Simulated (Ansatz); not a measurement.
Start from CdS in the zinc blende structure (space group F-43m, No. 216; a = 5.8248 Å).

Calculations: PBEsol in Ansatz (plane waves to 420 eV, PAW, without spin-orbit coupling), earlier PAW set.

Base values:

- Electron mass: 0.11 mₑ (at Γ)
- Lattice parameter a: 5.825 Å

The change: full substitution S → Se, then cell and atoms are relaxed.

Tabulated Pauling electronegativity and covalent radius: S 2.58, 1.05 Å; Se 2.55, 1.20 Å.

Task: What happens to the electron mass and lattice parameter a?

Result: The electron mass goes from 0.11 mₑ (at Γ) to 0.049 mₑ (at Γ); the lattice parameter a goes up by 0.257 Å (5.825 Å → 6.082 Å).

The levels and masses belong to the bands next to the band gap. Masses are band curvatures over ±0.01 Å⁻¹ around the edge. Whether these cells are dynamically stable was not tested.

Ansatz is a first-principles code.
